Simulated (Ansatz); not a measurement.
Base system: NaHF2 (space group R-3m, No. 166; a = 3.427 Å, c = 13.714 Å (hexagonal axes)).

The change: hydrostatic tension (pressure −2 GPa).

Method: Kohn–Sham DFT with the r2SCAN functional, run in Ansatz (a first-principles code) with PAW and 500 eV plane waves, without spin-orbit coupling, earlier PAW set.

Base, band edges from the VBM (valence, conduction): Γ -0.08, 7.82; F -0.13, 12.89; S₂ -0.21, 13.43; S₀ -0.21, 13.43; L -0.28, 12.14; H₀ -0.27, 13.30; H₂ -0.27, 13.30; T 0.00, 9.47 eV.

Task: Give the band edges at the high-symmetry points of the new zone, measured from its valence-band maximum.

Result: 
```json
[
 {"point": "Γ", "valence edge (eV)": "-0.05", "conduction edge (eV)": "7.58"},
 {"point": "T", "valence edge (eV)": "0.00", "conduction edge (eV)": "9.26"},
 {"point": "H₂", "valence edge (eV)": "-0.22", "conduction edge (eV)": "12.89"},
 {"point": "H₀", "valence edge (eV)": "-0.22", "conduction edge (eV)": "12.89"},
 {"point": "L", "valence edge (eV)": "-0.23", "conduction edge (eV)": "11.77"},
 {"point": "S₀", "valence edge (eV)": "-0.16", "conduction edge (eV)": "13.01"},
 {"point": "S₂", "valence edge (eV)": "-0.16", "conduction edge (eV)": "13.01"},
 {"point": "F", "valence edge (eV)": "-0.10", "conduction edge (eV)": "12.48"}
]
```

The gap is 7.58 eV, indirect, T → Γ.

Load acts through the strain it causes; cell and atoms are relaxed under it. No phonon test of stability was made.
